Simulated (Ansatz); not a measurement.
Take MgO in the rock salt structure (space group Fm-3m, No. 225; a = 4.214 Å) as the base. Axes: x, y, z lie along the cube axes.

The change: biaxial strain +2.76 %, plane normal [001], relaxed out of plane (Cartesian); in-plane vectors clamped, the third vector and the atoms free.

Method: Kohn–Sham DFT with the PBEsol functional, run in Ansatz (a quantum-chemistry and plane-wave program) with PAW and 420 eV plane waves, no spin-orbit coupling.

**Question.** Give the band edges at the high-symmetry points of the new zone, measured from its valence-band maximum.

**Answer.** 
```tsv
point	valence edge (eV)	conduction edge (eV)
Γ	0.00	4.22
X	-1.14	9.04
P	-1.90	11.21
N	-0.61	7.46
M	-1.45	8.59
S	-1.27	9.41
S₀	-1.27	9.41
R	-1.69	10.69
G	-1.69	10.69
```

The gap is 4.22 eV, direct at Γ.

Whether these cells are dynamically stable was not tested. The base started in Pnma and relaxed to Fm-3m at this level. k-point labels follow each cell's own Brillouin zone.
